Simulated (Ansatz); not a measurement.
System: AlB2-type MgB2. Method: revPBE in Ansatz (PAW).

Numerical settings: plane-wave cutoff 520 eV, 24×24×18 k mesh (along the axes of the cell as run), Fermi–Dirac smearing 0.083 eV (set by the program), scalar-relativistic PAW data made under PBE.

Cell (relaxed at this level):

```cif
data_B2Mg
_chemical_formula_sum 'Mg1 B2'
_space_group_name_H-M_alt 'P6/mmm'
_space_group_IT_number 191
_space_group_name_Hall '-P 6 2'
_cell_length_a 3.09089
_cell_length_b 3.09089
_cell_length_c 3.55495
_cell_angle_alpha 90.000
_cell_angle_beta 90.000
_cell_angle_gamma 120.000
loop_
_atom_site_label
_atom_site_type_symbol
_atom_site_symmetry_multiplicity
_atom_site_Wyckoff_symbol
_atom_site_fract_x
_atom_site_fract_y
_atom_site_fract_z
_atom_site_occupancy
Mg1 Mg 1 a 0.00000 0.00000 0.00000 1
B1 B 2 d 0.33333 0.66667 0.50000 1
```

Problem. What does this level give for the elastic constant C11, elastic constant C33, elastic constant C13, elastic constant C12, elastic constant C44 and elastic constant C66?

Solution. 
- elastic constant C11 = 416 GPa
- elastic constant C33 = 258 GPa
- elastic constant C13 = 30.3 GPa
- elastic constant C12 = 54.7 GPa
- elastic constant C44 = 68.3 GPa
- elastic constant C66 = 180 GPa

Elastic constants are with the ions relaxed.

Static lattice: no zero-point or thermal effects.

Ansatz is an electronic-structure program.
